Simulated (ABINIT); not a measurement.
## Input and output of a self-consistent single point for Fe3Ge (Fm-3m, 4 atoms in the cell) (ABINIT)

Method of the run: PBEsol, PAW (JTH v2.0 PBE PAW, files made for PBE) (plane waves; ABINIT 10.0.3).

This input was run:

```
# Fe3Ge, JTH v2.0 PBE PAW
pp_dirpath "./"
pseudos "Fe.GGA_PBE-JTH.xml, Ge.GGA_PBE-JTH.xml"
acell 3*1.0
rprim
         0.0000000000    5.3927700234    5.3927700234
         5.3927700234   -0.0000000000    5.3927700234
         5.3927700234    5.3927700234   -0.0000000000
natom 4
ntypat 2
znucl 26 32
typat 1 1 1 2
xred
         0.5000000000    0.5000000000    0.5000000000
         0.2500000000    0.2500000000    0.2500000000
         0.7500000000    0.7500000000    0.7500000000
         0.0000000000    0.0000000000    0.0000000000
ecut 60 Ry
pawecutdg 120 Ry
pawxcdev 0
ixc -116133
nsppol 2
spinat
      0 0 4
      0 0 4
      0 0 4
      0 0 0
occopt 7
tsmear 0.00499791
nband 47
kptopt 1
ngkpt 7 7 7
nshiftk 1
shiftk 0 0 0
nstep 50
tolvrs 1.0e-10
prtwf 0
prtden 0
```

Output (repeated stretches shortened):

```
 Symmetries : space group Fm -3 m (#225); Bravais cF (face-center cubic)

 -outvars: echo values of preprocessed input variables --------
            acell      1.0000000000E+00  1.0000000000E+00  1.0000000000E+00 Bohr
             ecut      3.00000000E+01 Hartree
              ixc     -116133
         kptrlatt        7    0    0      0    7    0      0    0    7
          kptrlen      5.33856995E+01
            natom           4
            nband          47
            ngfft          40      40      40
          ngfftdg          54      54      54
             nkpt          20
           nspden           2
           nsppol           2
            nstep          50
             nsym          48
           ntypat           2
           occopt           7
        pawecutdg      6.00000000E+01 Hartree
         pawxcdev           0
            rprim      0.0000000000E+00  5.3927700234E+00  5.3927700234E+00
                       5.3927700234E+00 -0.0000000000E+00  5.3927700234E+00
                       5.3927700234E+00  5.3927700234E+00 -0.0000000000E+00
          spgroup         225
           spinat      0.0000000000E+00  0.0000000000E+00  4.0000000000E+00
                       0.0000000000E+00  0.0000000000E+00  4.0000000000E+00
                       0.0000000000E+00  0.0000000000E+00  4.0000000000E+00
                       0.0000000000E+00  0.0000000000E+00  0.0000000000E+00
           tolvrs      1.00000000E-10
           tsmear      4.99791000E-03 Hartree
            typat      1  1  1  2
           useylm           1
             xred      5.0000000000E-01  5.0000000000E-01  5.0000000000E-01
                       2.5000000000E-01  2.5000000000E-01  2.5000000000E-01
                       7.5000000000E-01  7.5000000000E-01  7.5000000000E-01
                       0.0000000000E+00  0.0000000000E+00  0.0000000000E+00
            znucl       26.00000   32.00000

== DATASET  1 ==================================================================

 Real(R)+Recip(G) space primitive vectors, cartesian coordinates (Bohr,Bohr^-1):
 R(1)=  0.0000000  5.3927700  5.3927700  G(1)= -0.0927167  0.0927167  0.0927167
 R(2)=  5.3927700  0.0000000  5.3927700  G(2)=  0.0927167 -0.0927167  0.0927167
 R(3)=  5.3927700  5.3927700  0.0000000  G(3)=  0.0927167  0.0927167 -0.0927167
 Unit cell volume ucvol=  3.1366474E+02 bohr^3
 Angles (23,13,12)=  6.00000000E+01  6.00000000E+01  6.00000000E+01 degrees

 Coarse grid specifications (used for wave-functions):

 getcut: wavevector=  0.0000  0.0000  0.0000  ngfft=  40  40  40
         ecut(hartree)=     30.000   => boxcut(ratio)=   2.12720

 Fine grid specifications (used for densities):

 getcut: wavevector=  0.0000  0.0000  0.0000  ngfft=  54  54  54
         ecut(hartree)=     60.000   => boxcut(ratio)=   2.03130

   7.03719576E+03                                ecore*ucvol(ha*bohr**3)

_setup2: Arith. and geom. avg. npw (full set) are    2460.469    2460.451
--- !BeginCycle
solver: {iscf: 17, nstep: 50, nline: 4, wfoptalg: 10, }
tolerances: {tolvrs: 1.00E-10, }
...

     iter   Etot(hartree)     deltaE(h) residm    nres2    magn
 ETOT  1  -442.58573725403    -4.43E+02 1.48E+01 3.95E+03 12.94
 ETOT  2  -484.91549439250    -4.23E+01 3.14E+01 1.03E+04 1.461
 ETOT  3  -469.80016764228     1.51E+01 1.92E+01 1.74E+03 4.275
 ETOT  4  -469.60022838661     2.00E-01 7.81E-01 1.54E+03 4.451
 ETOT  5  -468.98918790232     6.11E-01 3.36E-01 4.39E+02 5.485
 ETOT  6  -468.68208623725     3.07E-01 2.21E-01 1.56E+02 5.735
   [... 21 lines left out ...]
 ETOT 28  -468.65781315875    -1.93E-10 3.49E-05 2.61E-08 5.345
 ETOT 29  -468.65781315874     8.41E-12 4.45E-05 2.27E-09 5.345
 ETOT 30  -468.65781315874    -1.19E-12 2.90E-05 1.97E-10 5.345
 ETOT 31  -468.65781315874    -1.76E-12 3.72E-05 5.81E-10 5.345
 ETOT 32  -468.65781315874    -3.98E-12 2.39E-05 2.41E-11 5.345
 At SCF step   32       nres2   =  2.41E-11 < tolvrs=  1.00E-10 =>converged.

 Cartesian components of stress tensor (hartree/bohr^3)
  sigma(1 1)=  2.80442753E-04  sigma(3 2)=  0.00000000E+00
  sigma(2 2)=  2.80442753E-04  sigma(3 1)=  0.00000000E+00
  sigma(3 3)=  2.80442753E-04  sigma(2 1)=  0.00000000E+00

 Integrated electronic and magnetization densities in atomic spheres:
 Radius=ratsph(iatom), smearing ratsm=  0.0000. Diff(up-dn)=approximate z local magnetic moment.
 Atom    Radius    up_density   dn_density  Total(up+dn)  Diff(up-dn)
    1   2.11532     8.489041     5.914635     14.403676     2.574406
    2   2.11532     7.975276     6.521285     14.496561     1.453991
    3   2.11532     7.975276     6.521285     14.496561     1.453991
    4   2.30477     6.221902     6.282524     12.504426    -0.060622
  Sum:             30.661494    25.239729     55.901223     5.421764
 Total magnetization (from the atomic spheres):             5.421764
 Total magnetization (exact up - dn):                       5.345042

 ----iterations are completed or convergence reached----

 reduced coordinates (array xred) for    4 atoms
       0.500000000000      0.500000000000      0.500000000000
       0.250000000000      0.250000000000      0.250000000000
       0.750000000000      0.750000000000      0.750000000000
       0.000000000000      0.000000000000      0.000000000000
 cartesian forces (eV/Angstrom) at end:
    1      0.00000000000000    -0.00000000000000    -0.00000000000000
    2     -0.00000000000000    -0.00000000000000     0.00000000000000
    3     -0.00000000000000     0.00000000000000    -0.00000000000000
    4      0.00000000000000    -0.00000000000000    -0.00000000000000
 frms,max,avg= 4.1579870E-30 8.7757617E-30   0.000E+00  0.000E+00  0.000E+00 e/A
 length scales=  1.000000000000  1.000000000000  1.000000000000 bohr
              =  0.529177208590  0.529177208590  0.529177208590 angstroms
 Fermi (or HOMO) energy (hartree) =   0.39929   Average Vxc (hartree)=  -0.46895
 Magnetization (Bohr magneton)=  5.34503639E+00
 Total spin up =  3.36725182E+01   Total spin down =  2.83274818E+01
   [... lines left out ...]
   1.00000    1.00000    1.00000    1.00000    1.00000    1.00000    1.00000    1.00000
   1.00000    1.00000    1.00000    1.00000    1.00000    1.00000    1.00000    1.00000
   1.00000    1.00000    1.00000    1.00000    1.00000    1.00000    1.00000    1.00000
   1.00000    1.00000    0.00000    0.00000    0.00000    0.00000    0.00000    0.00000
   0.00000    0.00000    0.00000    0.00000    0.00000    0.00000    0.00000    0.00000
   0.00000    0.00000    0.00000    0.00000    0.00000    0.00000    0.00000
 prteigrs : prtvol=0 or 1, do not print more k-points.

--- !EnergyTerms
comment             : Components of total free energy in Hartree
kinetic             :  4.36657643110859E+01
hartree             :  8.45865621215504E+01
xc                  : -1.26092484757350E+01
Ewald energy        : -3.24771297540710E+02
psp_core            :  2.24354061861332E+01
local_psp           : -2.45561929595745E+02
spherical_terms     : -3.64019074675709E+01
internal            : -4.68656650460991E+02
'-kT*entropy'       : -1.16255569541155E-03
total_energy        : -4.68657813016687E+02
total_energy_eV     : -1.27528276489852E+04
...

-Cartesian components of stress tensor (GPa)         [Pressure= -8.2509E+00 GPa]
- sigma(1 1)=  8.25090927E+00  sigma(3 2)=  0.00000000E+00
- sigma(2 2)=  8.25090927E+00  sigma(3 1)=  0.00000000E+00
- sigma(3 3)=  8.25090927E+00  sigma(2 1)=  0.00000000E+00

 Calculation completed.
```

The run converged in 32 iterations.

The starting cell comes from a database of computed structures (which also holds hypothetical and non-ambient phases and stackings), without a prior relaxation at this level. Its lattice was rescaled by a random factor within 2.5 % of one. The magnetic order is the one reached from the typed start; others were not searched systematically. The potentials were made for another functional than the one used. With a pressure of about -8 GPa the cell is away from its equilibrium volume at this level.

Cost on one core of a shared machine: roughly 10 min.
